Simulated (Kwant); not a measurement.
System: quantum point contact (saddle potential) in a CdTe two-dimensional gas. Effective mass 0.096 mₑ, grid spacing 8.3 nm, hard walls, nominal width 200 nm (25 grid rows, so walls 215.8 nm apart), one parabolic valley, scattering region 600 nm long along x; energies count from the band bottom; Fermi energy 0.00172 eV. Potential (V0 + ½k y²) cos²(πx/L) for |x| < L/2, with V0 swept from 0.001806 to 0 eV, k = 1.7e-06 eV/nm², L = 500 nm.

The device is made up for the run: typed textbook-type constants, with dimensions and the other settings drawn at random.

Model: effective-mass tight-binding model on a square grid, one spin, coherent transport at 0 K (Kwant). Conductance is in e²/h.

Question: Compare with the saddle-point formula G = Σ 1/(1 + exp(−2π(E − V0 − ħωy(n + ½))/ħωx)), taking ħωy = ħ√(k/m) and ħωx from the curvature along x of V0 plus half of the mode's confinement energy.

Answer: ħωy = 1.16 meV; at V0 = 1.47 meV the lowest mode has ħωx = 0.332 meV.

```tsv
V0 (meV)	formula	simulation
1.70	4.6e-5	3.6e-5
1.47	0.0021	0.0020
1.23	0.14	0.15
0.995	0.96	0.96
0.759	1.00	1.00
0.523	1.00	1.00
```

The formula takes a parabolic saddle in the continuum; the run has the full potential on a grid.
